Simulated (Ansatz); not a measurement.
Bi_Ga in beta Ga2O3 (start: the Ga(2) site; 120-site cell, 2×2×2 shifted sampling). Method: PBE, PAW (plane waves to 420 eV; Ansatz, an electronic-structure program). Total energies of the localised charge states, counted from that of charge +2, and their image corrections (point charge with alignment); the host's valence-band maximum lies at 7.561 eV on the cells' energy zero and its gap is 2.01 eV.

```json
[
 {"charge": "+2", "moment (μB)": "not spin-polarised", "E − E(first) (eV)": "0.000", "correction (eV)": "0.925"},
 {"charge": "+1", "moment (μB)": "1.0", "E − E(first) (eV)": "8.838", "correction (eV)": "0.327"},
 {"charge": "0", "moment (μB)": "not spin-polarised", "E − E(first) (eV)": "17.647", "correction (eV)": "0.000"}
]
```

Question: Derive the transition levels above the valence-band maximum and say which of them are thermodynamic.

Answer: A level is the Fermi energy at which two charges have equal formation energy: ε(q/q′) = [E(q′) + corr(q′) − E(q) − corr(q)] / (q − q′) − E_VBM.
ε(+2/+1) = [(8.838 + 0.327) − (0.000 + 0.925)] / 1 − 7.561 = 0.68 eV
ε(+1/0) = [(17.647 + 0.000) − (8.838 + 0.327)] / 1 − 7.561 = 0.92 eV
Thermodynamic levels at least 0.1 eV inside the gap: (+2/+1) at 0.68 eV; (+1/0) at 0.92 eV. They hold to tenths of an eV in this cell. Charges with a result: +2, +1, 0, −1. Others weren't obtained, and one of them could lie lower, also by skipping a charge. At charge −1 the carrier sat in host band states, shallow at most. Flagged in the runs: a doubtful potential alignment, a host whose relaxation on this sampling wasn't shown to rest.
